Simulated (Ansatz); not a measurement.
Take PtTe2 (space group P-3m1, No. 164; a = 4.009 Å, c = 4.960 Å; layered; relaxed with 0.1 eV smearing) as the base.

The values are results of PBEsol-D3(BJ) (Ansatz, a quantum-chemistry and plane-wave program), no SOC, not measurements.

Strains are applied to the cell and any free atomic positions relax.

One change was made to it. Results:

```csv
quantity,base,after
largest internal atomic displacement,–,0.057 Å
energy relative to the base (free energy F),0 meV/atom,+33 meV/atom
```

Question: Name the change that was made.
(A) isotropic strain −0.50 %
(B) isotropic strain +2.50 %
(C) isotropic strain −3.00 %
(D) isotropic strain +3.00 %

Answer: B, isotropic strain +2.50 %. For comparison, the energy relative to the base in the other runs: isotropic strain −0.50 % gives +1.5 meV/atom; isotropic strain −3.00 % gives +62 meV/atom; isotropic strain +3.00 % gives +47 meV/atom.

Stability against distortions was not tested. The final runs are not spin-polarised.
